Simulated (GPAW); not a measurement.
# A short convergence ladder for In (I4/mmm, 1 atom in the cell)

```
In
1.0
   -1.62987     1.62987     2.48243
    1.62987    -1.62987     2.48243
    1.62987     1.62987    -2.48243
In
1
Direct
  0.00000   0.00000   0.00000
```

Base method: PBE, GPAW PAW datasets PBE (gpaw-data 1.0.1) (plane waves; GPAW).

Base settings: mode = pw; ecut = 550 eV; xc = PBE; kpts = 5 5 5; mesh shift (steps) = 0 0 0; occupations.name = fermi-dirac; occupations.width = 0.1 eV; nbands = -9; symmetry.symmorphic = false; symmetry.tolerance = 0.0005.

Core times come from one kind of shared machine, to one figure; runs under 30 s give none.

**The relaxed cell against the cutoff**

In this ladder: convergence.density = 1e-05 e/electron; optimizer = BFGS; fmax = 0.02 eV/Å.

The mesh stays at the base's, so the ladder's end is converged at best in this setting alone.

Only quantities that move along the ladder and can be compared are tabulated.

```csv
ecut,relaxed volume (Å³/atom),relaxation steps,core time / last (rough)
275 eV,26.361,7,0.3
330 eV,24.547,7,–
385 eV,24.902,7,0.3
470 eV,26.570,7,0.5
550 eV,27.355,6,0.3
660 eV,27.525,6,0.6
825 eV,27.525,6,0.8
1100 eV,27.527,6,1
```

Coarsest ecut that holds the relaxed volume within 0.055 Å³/atom of the last step, with all finer ones: 660 eV; the step before is off by 0.17 Å³/atom.

At the lowest cutoff the cell relaxes to a volume 4.2 % smaller than at the highest.

On the base run: the starting cell has typed, rounded lattice constants, without a prior relaxation at this level. Its lattice was rescaled by up to half a per cent. Without a gap this mesh is coarse (it stands for a supercell whose shortest vector is 16 Å).
